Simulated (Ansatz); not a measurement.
What strain tensor (xx, yy, zz, yz, xz, xy) = (+2.15, +1.60, −0.32, +0.60, −0.54, +0.42) % does to Nb2AlC

Take Nb2AlC (space group P6_3/mmc, No. 194; a = 3.0928 Å, c = 13.8472 Å; a cell from a computed database, its experimental status unchecked) as the base. Axes: x lies along a and z along c of the hexagonal cell.

The change: strain tensor (xx, yy, zz, yz, xz, xy) = (+2.15, +1.60, −0.32, +0.60, −0.54, +0.42) %, atoms relaxed at fixed cell.

All numbers come from PBEsol, PAW, 420 eV (Ansatz, an electronic-structure program; no spin-orbit coupling). Γ-centred 17×17×4 mesh, Fermi–Dirac width 0.05 eV.

Volume per atom: 14.83 Å³ (base 14.34 Å³)
Space group: P-1 (No. 2) (base P6_3/mmc (No. 194))
Shortest interatomic distance: 2.175 Å (base 2.168 Å)
Energy relative to the base (free energy F): +14 meV/atom
Pressure (mean of the normal stresses, compression positive): -5.7 GPa (base 0.0 GPa)
Band gap: zero (base zero)
Largest internal atomic displacement: 0.018 Å
Stress (xx, yy, zz, yz, xz, xy; compression positive): (-7.6, -6.3, -3.3, -1.6, 1.4, -0.9) GPa (rough)

Final structure:

```yaml
crystal:
  lattice:
    - [3.15929, 0.01299, -0.01655]
    - [-1.56840, 2.71480, 0.02421]
    - [-0.07408, 0.08239, 13.80292]
  atoms:
    - { symbol: Al, position: [0.32876, 0.66442, 0.75000] }
    - { symbol: Al, position: [0.67124, 0.33558, 0.25000] }
    - { symbol: Nb, position: [0.33481, 0.66428, 0.08767] }
    - { symbol: Nb, position: [0.66519, 0.33572, 0.91233] }
    - { symbol: Nb, position: [0.66669, 0.33016, 0.58767] }
    - { symbol: Nb, position: [0.33331, 0.66984, 0.41233] }
    - { symbol: C, position: [0.00000, 0.00000, 0.00000] }
    - { symbol: C, position: [0.00000, 0.00000, 0.50000] }
```

Cost of the whole job for the changed cell (relaxation, final SCF and bands): very roughly 10 core-minutes.

Without a gap, meshes like the base's 17×17×4 leave anisotropic stresses uncertain by several tenths of a GPa, and small strain energies with them. Stability against distortions was not tested. All final runs are without spin polarisation.
